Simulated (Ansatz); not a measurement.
Results of PBEsol-D3(BJ) (PAW; Ansatz, a program for electronic structure) for B20 (FeSi-type) FeGe.

Numerical settings: plane-wave cutoff 520 eV, 12×12×12 k mesh, Fermi–Dirac smearing 0.05 eV, spin-polarised with parallel moments, scalar-relativistic PAW data made under PBE.

Response to compression and expansion:

Shape and atoms are relaxed at each volume.

```
V (Å³/atom)  P (GPa)  moment (μB per cell of 8 atoms)
-----------  -------  -------------------------------
11.324          8.94                             3.66
11.560          4.24                             3.84
11.796          0.00                             3.95
12.032         -3.80                             4.02
12.268         -7.17                             4.08
```

Note: the collinear magnetic order is the start's and need not be the measured one; the bulk modulus comes from volumes at which shape and atoms were relaxed.
